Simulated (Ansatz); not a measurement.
Consider the following.

```xyz
2
Lattice="0.0000 2.4667 2.7035 2.4667 0.0000 2.7035 2.4667 2.4667 0.0000" Properties=species:S:1:pos:R:3 pbc="T T T"
Sn     0.0000     0.0000     0.0000
C      1.2333     1.2333     1.3518
```

These are PBE with spin-orbit coupling, rigid bands (plane waves, PAW; Ansatz, a first-principles code) values and carry that method's errors. Condition of this run: uniaxial stress along [001] of -12.5 GPa (compression positive) (the target of the relaxation). How the cell was made: cell and atoms relaxed with PBEsol, then loaded as said.

Question: What conductivity effective mass do dilute holes have at 300 K?

Answer: 0.37 (x), 0.37 (y), 0.55 (z) mₑ.

Question: And the band gap?

Answer: 0.39 eV at this level; semilocal functionals usually fall short of the measured gap.

Rigid bands, one relaxation time for all states, no polarons. Geometry: cell and atoms relaxed with PBEsol.

Computed structure with no diffraction record at hand here (it may be known, metastable or hypothetical): SnC under load (space group I-4m2).
